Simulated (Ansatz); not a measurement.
An Ansatz (an electronic-structure program) run: Mg with a change (biaxial strain −0.50 %, plane normal [001], relaxed out of plane); PBE (Ansatz; PAW; 420 eV plane waves; spin-orbit coupling left out).

Input:

Ansatz 0.2 input:
```yaml
crystal:
  lattice:
    - [3.179240364, 0, 0]
    - [1.589620182, 2.7533029199, 0]
    - [0, 0, 5.2095743682]
  atoms:
    - { symbol: Mg, position: [0.6666666667, 0.6666666667, 0.75] }
    - { symbol: Mg, position: [0.3333333333, 0.3333333333, 0.25] }
basis: { ecutwfc: 420, ecutrho_ratio: 4, xc_grid: 2, fft_grid_basis: typed }
kpoints: { mp_grid: { grid: [21, 21, 11] } }
hamiltonian:
  xc: pbe
  dispersion: none
  pseudopotentials: { kind: paw }
scf: { occupations: { method: fermi_dirac, width: 0.1 } }
relax: { f_tol: 0.005, max_steps: 50, cell: { stress_tol: 0.01, fix: [a, b, gamma] } }
output: { forces: true, stress: true }
checkpoint: { write: state.ck, write_every: 1000 }
```

Output (explanatory and most iteration lines left out):

```
Relaxation: its limit of steps is 50 (relax.max_steps)
Pseudopotential: Mg, paw, valence charge 10
Crystal: 2 atoms, lattice volume = 45.602 Å³
Basis set: ecut = 420 eV, 893 PW (Γ), exchange–correlation on 48×48×72 points (8 copies of the dense FFT grid, shifted against one another)
Bands: 14, of which v1, the nominal top of the filled ones, is band 10 counted from 1 (9 counted from 0)
Symmetry: 24 space group operations
Space group: P63/mmc (ITA 194), of the structure as read, at distance tolerance 3.6e-5 Å
k-points: 288 of 4851
Functional: x = pbe(κ = 0.804, μ = 0.2195149727645171), c = pbe(β = 0.06672455060314922)
SCF iter   1: F=—  HF=-3847.619037 eV  |F-HF|=—  |Δ(HF+E_count)|=         —  Δρ=8.53e-4  dr2=3.89e-4  ethr=1.77e-3  ⟨swp⟩=5.0  Hψ=20286  notcnv=0
SCF iter   2: F=—  HF=-3847.618664 eV  |F-HF|=—  |Δ(HF+E_count)|=   3.73e-4  Δρ=5.56e-4  dr2=1.67e-4  ethr=1.95e-6  ⟨swp⟩=2.0  Hψ=8414  notcnv=0
SCF 1 converged in 6 iterations: F = -3847.618687 eV  dr2 = 4.83e-9
relax step   1: F+E_penalty+E_count = -3847.61868723 eV  Δ(F+E_penalty+E_count) = +0.000e0 eV  max|allowed force component| = 2.776e-17 eV/Å  Δτ_max = 0.0000 Å  P = +0.281 GPa  Ω = 45.602 Å³  fix = [a, b, gamma]  reactions: a +0.406, b +0.406 GPa  (6 SCF iters, dr2 threshold 1.00e-7 eV, accepted)
[... steps on the carried basis left out ...]
relax step   3: F+E_penalty+E_count = -3847.61868859 eV  Δ(F+E_penalty+E_count) = -8.514e-8 eV  max|allowed force component| = 2.313e-17 eV/Å  Δτ_max = 0.0000 Å  P = +0.265 GPa  Ω = 45.621 Å³  energy of the carried Pulay correction = -3.960e-7 eV  fix = [a, b, gamma]  reactions: a +0.398, b +0.398 GPa  (3 SCF iters, dr2 threshold 2.73e-10 eV, accepted)
Crystal: 2 atoms, lattice volume = 45.621 Å³
SCF iter   1: F=—  HF=-3847.618663 eV  |F-HF|=—  |Δ(HF+E_count)|=         —  Δρ=1.75e-5  dr2=3.14e-9  ethr=2.34e-8  ⟨swp⟩=3.7  Hψ=32395  notcnv=0
SCF iter   2: F=—  HF=-3847.618689 eV  |F-HF|=—  |Δ(HF+E_count)|=   2.59e-5  Δρ=8.75e-6  dr2=7.65e-10  ethr=1.57e-11  ⟨swp⟩=2.2  Hψ=7503  notcnv=0
SCF 4 converged in 5 iterations: F = -3847.618689 eV  dr2 = 5.21e-13
SCF converged after 5 iterations
Free energy (F): -3847.618689 eV
Internal energy: -3847.592174 eV  (E = F + TS)
E sigma→0 (E₀):  -3847.605432 eV
Entropy (-TS):   -0.026515 eV (-13.257 meV/atom)
Fermi energy:    5.703818 eV
--- Forces (eV/Å), atoms counted from 1 ---
  atom   1  Mg     0.00000000     0.00000000     0.00000000
  atom   2  Mg     0.00000000     0.00000000     0.00000000
--- Stress (GPa, compression-positive) ---
        0.397780       0.000000       0.000000
        0.000000       0.397780       0.000000
        0.000000       0.000000       0.000005
  P = ⅓ Tr σ = 0.2652 GPa (2.652 kbar)
--- Relaxed structure (3 steps of the walk, 3 accepted, 1 SCFs on fresh bases) ---
  cell:  # Å, volume = 45.6210 Å³
    - [3.1792403639648477, 4.4643809710347567e-97, 0.0]
    - [1.5896201819824238, 2.7533029199304426, 0.0]
    - [0.0, 0.0, 5.211791662262601]
  atoms:
    - { symbol: Mg, position: [0.6666666666666667, 0.6666666666666666, 0.75] }
    - { symbol: Mg, position: [0.33333333333333337, 0.3333333333333333, 0.24999999999999997] }
```

Stability against distortions was not tested. The cell was made from Mg in the hcp (Mg type) structure (space group P6_3/mmc, No. 194) by this change: biaxial strain −0.50 %, plane normal [001], relaxed out of plane.
